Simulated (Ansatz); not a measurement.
Formation energy of the bound charge states of Mg on the Si site in alpha quartz (start: the Si site; 72-site cell, 2×2×2 Γ-centred sampling) against the Fermi level, Si-rich (Δμ(Si) = 0.00 eV, Δμ(Mg) = -1.20 eV, bounded by rock-salt MgO; only phases computed here count, gases as isolated molecules at 0 K). Method: PBE, PAW (plane waves to 420 eV; Ansatz, a quantum-chemistry and plane-wave program).

Cell and caveats: 72-site cell; 2×2×2 Γ-centred k-points; host gap 5.68 eV; charged states image-corrected; corrections pass 1 eV, so highly charged states may be off by several tenths; flagged in the runs: a doubtful potential alignment, a host whose relaxation on this sampling wasn't shown to rest, a strain field that reaches the edge of the cell.

Left out: charge +1 (level within 0.1 eV of a band edge or past it).

```json
[
 {"E_F − E_VBM (eV)": "0.00", "q = 0": "7.80", "q = −1": "8.72", "q = −2": "10.91"},
 {"E_F − E_VBM (eV)": "0.71", "q = 0": "7.80", "q = −1": "8.01", "q = −2": "9.49"},
 {"E_F − E_VBM (eV)": "1.42", "q = 0": "7.80", "q = −1": "7.30", "q = −2": "8.07"},
 {"E_F − E_VBM (eV)": "2.13", "q = 0": "7.80", "q = −1": "6.59", "q = −2": "6.65"},
 {"E_F − E_VBM (eV)": "2.84", "q = 0": "7.80", "q = −1": "5.88", "q = −2": "5.23"},
 {"E_F − E_VBM (eV)": "3.55", "q = 0": "7.80", "q = −1": "5.17", "q = −2": "3.81"},
 {"E_F − E_VBM (eV)": "4.26", "q = 0": "7.80", "q = −1": "4.46", "q = −2": "2.39"},
 {"E_F − E_VBM (eV)": "4.97", "q = 0": "7.80", "q = −1": "3.75", "q = −2": "0.97"},
 {"E_F − E_VBM (eV)": "5.68", "q = 0": "7.80", "q = −1": "3.04", "q = −2": "-0.45"}
]
```

Crossings of the lowest lines: (0/−1) at 0.92 eV; (−1/−2) at 2.19 eV.
